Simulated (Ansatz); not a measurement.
ScOF (model structure, Pca2₁, No. 29, 12 atoms in the cell) was calculated with PBEsol (Ansatz, an electronic-structure program, PAW).

Settings: plane-wave cutoff 520 eV, 6×8×8 k mesh (along the axes of the cell as run), Fermi–Dirac smearing 0.01 eV, scalar-relativistic PAW data made under PBE.

Cell (relaxed at this level):

```cif
data_F4O4Sc4
_chemical_formula_sum 'Sc4 F4 O4'
_space_group_name_H-M_alt 'P 1'
_space_group_IT_number 1
_cell_length_a 5.16914
_cell_length_b 5.01785
_cell_length_c 5.11762
_cell_angle_alpha 90.000
_cell_angle_beta 90.000
_cell_angle_gamma 90.000
loop_
_space_group_symop_operation_xyz
  'x, y, z'
loop_
_atom_site_label
_atom_site_type_symbol
_atom_site_fract_x
_atom_site_fract_y
_atom_site_fract_z
_atom_site_occupancy
Sc1 Sc 0.02434 0.30445 0.24109 1
Sc2 Sc 0.97566 0.69555 0.74109 1
Sc3 Sc 0.52434 0.69555 0.24109 1
Sc4 Sc 0.47566 0.30445 0.74109 1
F1 F 0.36741 0.06284 0.12732 1
F2 F 0.63259 0.93716 0.62732 1
F3 F 0.86741 0.93716 0.12732 1
F4 F 0.13259 0.06284 0.62732 1
O1 O 0.24420 0.53577 0.98759 1
O2 O 0.75580 0.46423 0.48759 1
O3 O 0.74420 0.46423 0.98759 1
O4 O 0.25580 0.53577 0.48759 1
```

**Question.** What does this level give for the band gap and direct gap at Γ?

**Answer.** 
- band gap: 4.48 eV (on the SCF k mesh)
- direct gap at Γ: 4.92 eV

Note: the relaxation could raise the start's symmetry but not lower it, so the cell can be a saddle point.

Cost on a shared machine: about 5 core-minutes (a rough figure).

A model structure was made by putting elements into a prototype or built by hand; it is no filed structure, need not be a known phase, and can be a saddle point held by its symmetry.
